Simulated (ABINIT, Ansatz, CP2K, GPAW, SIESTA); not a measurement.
# Code comparison for Na3BrO (Pm-3m, 5 atoms in the cell)

Band-structure calculation.

```
Na3BrO
1.0
    4.62379     0.00000     0.00000
    0.00000     4.62379     0.00000
    0.00000     0.00000     4.62379
Na Br O
3 1 1
Direct
  0.00000   0.50000   0.50000
  0.50000   0.00000   0.50000
  0.50000   0.50000   0.00000
  0.00000   0.00000   0.00000
  0.50000   0.50000   0.50000
```

Shared settings, as Ansatz (a program for electronic structure) writes them: kpoints.mp_grid.grid = 7 7 7; scf.occupations.method = fermi_dirac; scf.occupations.width = 0.0007 Ry. Potentials and cutoffs stand in the table.

```
code                                                                                                                       model  gap along the path (eV)  smallest direct gap (eV)       cutoff
------  ------------------------------------------------------------------------------------------------------------------------  -----------------------  ------------------------  -----------
ABINIT                                           LDA (PW92), norm-conserving pseudopotentials (PseudoDojo nc-sr-04 LDA standard)                     1.72                      1.72        44 Ha
GPAW                                                               LDA (Perdew-Wang 92), GPAW PAW datasets LDA (gpaw-data 1.0.1)                     1.72                      1.72       900 eV
CP2K                                        LDA (Pade form), GPW, DZVP-MOLOPT-SR-GTH basis, GTH-PADE potentials (GTH_POTENTIALS)                     1.74                      1.74  grid 950 Ry
Ansatz                                                                                       LDA (PW92), PAW files made with PBE                     1.71                      1.71      default
SIESTA  LDA PW92, numerical atomic orbitals DZP, PseudoDojo LDA standard norm-conserving potentials (rewritten from UPF to PSML)                     1.85                      1.85  grid 350 Ry
```

The spread over the programs that give each value: gap along the path within 0.14 eV; smallest direct gap within 0.14 eV.

CP2K and SIESTA use small atom-centred bases, whose incompleteness enters pressures, forces and empty levels differently from a plane-wave cutoff.

The starting cell comes from a database of computed structures (which also holds hypothetical and non-ambient phases and stackings), without a prior relaxation at this level. Its lattice was rescaled by a random factor within 2.5 % of one.

Left out of this page: Quantum ESPRESSO, Elk and FLEUR (not drawn, or without a comparable value).

Keys are those of Ansatz 0.2.
